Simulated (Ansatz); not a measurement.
Amorphous silicon oxynitride (Si30O12N32), 74 atoms at 2.62 g/cm³, one PBE-relaxed geometry, zone centre. Methods: PBE, scalar-relativistic without spin-orbit coupling (Ansatz, a first-principles code); r2SCAN, scalar-relativistic without spin-orbit coupling (Ansatz). Plane waves to 420 eV (r2SCAN 500 eV). At PBE the levels at the filled edge of the gap are localised (band-tail or defect states), and the nearest spread-out levels lie 3.1 eV apart at the zone centre. The higher rungs were started with moments on some atoms, which died out.

The cell was made by melting and quenching with the CHGNet potential and then relaxed with DFT. O and N atoms were pushed apart under 1.9 Å during the dynamics, to hinder bonds among them. The hot cell started wider than the set density and was brought back towards it in steps. It is the lowest in DFT energy of 2 quenches. It is a model cell: composition and starting density were chosen by hand, and all elements were melted together. No dispersion term was used. Its density started from a set value of 2.44 and ended at 2.62 g/cm³. The simulated quench (nominally 150 K/ps over its main leg) is rapid and tends to freeze in more defects than a deposited or slowly cooled glass has. A cell of this size samples the disorder only roughly. Volume and shape were free in the relaxation.

The relaxation ran on the zone centre alone. At PBE the level gap is 2.40 eV on a 2×2×2 Γ-centred mesh, and the spacing at the zone centre alone 2.41 eV.

Problem. What zone-centre spacing does r2SCAN give, roughly?

Solution. 2.81 eV (+0.40 eV against PBE).

The highest filled and the lowest empty state spread over these numbers of atoms (participation numbers): PBE: 4.0 and 37.9; r2SCAN: 3.9 and 39.2.
